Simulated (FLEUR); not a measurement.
```
FeAl
1.0
    2.91873     0.00000     0.00000
    0.00000     2.91873     0.00000
    0.00000     0.00000     2.91873
Al Fe
1 1
Direct
  0.50000   0.50000   0.51713
  0.00000   0.00000   0.00000
```

Method of the run: LDA (Perdew-Zunger), all-electron FLAPW (FLEUR), scalar-relativistic valence.

The set-up and first iterations of a FLEUR log for FeAl (P4mm, 2 atoms in the cell):

```
      Welcome to FLEUR        (www.flapw.de)
      MaX-Release 8.1          (www.max-centre.eu)

 ========== k-point set info ==========
 Selected k-point list: default-1
 k-point list type: mesh
 2 x 2 x 2
 Number of k points: 1

 ------------Calculation Setup---------------------------
           1
 Number of basis functions:          254
 Iteration:     1   Distance:      17.43201646 me/bohr^3
 Iteration:     2   Distance:      14.16093765 me/bohr^3
 Iteration:     3   Distance:      13.06525758 me/bohr^3
 Iteration:     4   Distance:      12.83991493 me/bohr^3
 Iteration:     5   Distance:      12.30249739 me/bohr^3
```

Q: How does the run end?

A: The run ended unconverged after 60 iterations. It gives no final result for the task that was set. The log goes on:

```
   [... 51 lines left out ...]
 Iteration:    57   Distance:      10.46752246 me/bohr^3
 Iteration:    58   Distance:      10.98384072 me/bohr^3
 Iteration:    59   Distance:      10.90865357 me/bohr^3
 Iteration:    60   Distance:      10.57852471 me/bohr^3
 Run finished successfully
 Stop message:
   all done

[file out, last iteration]
             iter=     60
[...]
          total density-effective poten   -2.3902277822E+03
          total charge density-energy d   -7.1400558506E+01
 Updated energy parameters for spin:           1
[...]
 fermi energy and band-weighting factors:
FERMIE:
          first approx. to ef    (T=0)  :   0.322884 htr   (energy of the highest occ. eigenvalue)
          number of occ. states  (T=0)  :         14
          first approx. to seigv (T=0)  : -30.503764 htr
          sum of weights of occ. states :  14.000000
          sum of semicore charge        :   0.000000 e
FERHIS:  Fermi-Energy by histogram:
          bandgap                     :   0.156836 htr
          charge neutrality (T=0)     :   1.000000    (zero if the highest occ. eigenvalue is "entirely" occupied)
          no eigenvalues within 8 tkb of ef reverts to the t=0 k method.
   [... lines left out ...]
 Direct bandgap for spin            1 :   0.15683550621099174       Htr
 ---->    free energy=                     -1512.5208687084 htr
   [... lines left out ...]
                       FX_TOT= 0.000000 FY_TOT= 0.000000 FZ_TOT=-0.005024
 TOTAL FORCE FOR ATOM TYPE=  2  X=  0.000   Y=  0.000   Z=  0.000
                       FX_TOT= 0.000000 FY_TOT= 0.000000 FZ_TOT= 0.005010
No new postions, force convergence required= 0.00001; max force distance= 0.00004
---->    distance of charge densities for spin  1                 it=   60:    10.578525 me/bohr**3
GENERALIZED ANDERSON MIXING: alpha=   0.05000 History-length=20
     ******* it= 60  is completed********
```

The starting cell has typed, rounded lattice constants, without a prior relaxation at this level. Its lattice was rescaled by up to half a per cent. One atom was moved a little off its site on purpose. Values depend on the basis (sphere radii, cutoffs, local orbitals), which need not be converged.

The run was DFT, LDA (Perdew-Zunger), all-electron FLAPW (FLEUR), scalar-relativistic valence. Main settings of its input:

```
setting                        value
--------------------  --------------
Kmax                        4 1/bohr
GmaxXC                     20 1/bohr
xcFunctional                      pz
jspins                             1
l_soc                              F
mode                            hist
fermiSmearingEnergy   0.00367493 Htr
mesh (inpgen div1-3)           2 2 2
inpgen gamma flag              false
Gmax                       20 1/bohr
numbands                           0
maxIterBroyd                      40
```
